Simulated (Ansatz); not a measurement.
The structure below was relaxed with PBEsol/PAW in Ansatz (a program for electronic structure), spin-orbit coupling left out.

```yaml
crystal:
  lattice:
    - [-2.42018, 2.42018, 7.74290]
    - [2.42018, -2.42018, 7.74290]
    - [2.42018, 2.42018, -7.74290]
  atoms:
    - { symbol: Sr, position: [0.64157, 0.64157, 0.00000] }
    - { symbol: Sr, position: [0.35843, 0.35843, 0.00000] }
    - { symbol: Ir, position: [0.00000, 0.00000, 0.00000] }
    - { symbol: Se, position: [0.00000, 0.50000, 0.50000] }
    - { symbol: Se, position: [0.50000, 0.00000, 0.50000] }
    - { symbol: Se, position: [0.83530, 0.83530, 0.00000] }
    - { symbol: Se, position: [0.16470, 0.16470, 0.00000] }
```

Problem. Find the space group and the Wyckoff positions.

Solution. Space group I4/mmm (No. 139); a = b = 4.8404 Å, c = 15.4858 Å, α = β = γ = 90.00°

| atom | site | symmetry | x | y | z |
|---|---|---|---|---|---|
| Sr | 4e | 4mm | 0.0000 | 0.0000 | 0.3584 |
| Ir | 2a | 4/mmm | 0.0000 | 0.0000 | 0.0000 |
| Se | 4c | mmm. | 0.0000 | 0.5000 | 0.0000 |
| Se | 4e | 4mm | 0.0000 | 0.0000 | 0.1647 |

Problem. Describe the coordination.

Solution. The crystal has 14 atoms in its conventional cell. Conventional cell: a = b = 4.8404 Å, c = 15.4858 Å, α = β = γ = 90.00°. Sr has 1 Se at 3.000 Å and 4 Se at 3.265 Å and 4 Se at 3.441 Å. Ir sees 4 Se at 2.420 Å and 2 Se at 2.551 Å (octahedral). Se1 sees 2 Ir at 2.420 Å and 4 Sr at 3.265 Å (octahedral). Se2 has 1 Ir at 2.551 Å and 1 Sr at 3.000 Å and 4 Sr at 3.441 Å (octahedral). (Neighbours: up to the widest gap in distance over summed covalent radii, below 1.35, at either atom; cation-cation and far metal-metal contacts left out.)

Stability against distortions was not tested. All final runs are without spin polarisation. An odd electron count without spin: Sr2IrSe4. The cell was made from Sr2IrO4 by this change: O → Se; the result is a hypothetical phase, not in the database extracts checked. Sr2IrSe4 has a high density of states at the Fermi level and may be magnetic at this level.
